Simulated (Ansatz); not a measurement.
# CdSe (model structure, started from the litharge type, P4/nmm, No. 129, 4 atoms in the cell): properties by level of theory

```json
[
 {"level (code)": "PBE (Ansatz)", "lattice parameter a (Å)": "5.398", "c axis length (Å)": "…"},
 {"level (code)": "PBEsol (Ansatz)", "lattice parameter a (Å)": "5.273", "c axis length (Å)": "…"},
 {"level (code)": "PBE-D3(BJ) (Ansatz)", "lattice parameter a (Å)": "…", "c axis length (Å)": "3.869"}
]
```

Q: Fill in the missing entries.

A: 
- PBE (Ansatz, a quantum-chemistry and plane-wave program), c axis length (Å): 5.524
- PBEsol (Ansatz), c axis length (Å): 4.299
- PBE-D3(BJ) (Ansatz), lattice parameter a (Å): 5.260

Ansatz's density-functional and Hartree–Fock values are scalar-relativistic unless marked +SOC, with PAW data made under PBE.

Computed values are for the static lattice.

A model structure was made by putting elements into a prototype or built by hand; it is no filed structure, need not be a known phase, and can be a saddle point held by its symmetry.
